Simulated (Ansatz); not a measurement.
By PBEsol, the system below comes out a metal.

Consider the following.

```yaml
crystal:
  lattice:
    - [2.26478, 0.00000, 0.00000]
    - [-1.13239, 1.96136, 0.00000]
    - [0.00000, 0.00000, 3.57410]
  atoms:
    - { symbol: Be, position: [0.33333, 0.66667, 0.75000] }
    - { symbol: Be, position: [0.66667, 0.33333, 0.25000] }
```

The cell is taken as given; by PBEsol it stands under a pressure of -1.6 GPa.

The current flows along the normal of the first two printed cell vectors, the (001) plane of the conventional cell. No spin-orbit coupling; the value is a mean over 0.1 eV about the Fermi level.

Question: Give the ballistic conductance per area that PBEsol run with Ansatz (a program for electronic structure) yields.

Answer: 0.31 × 10¹⁵ S/m² for both spins.
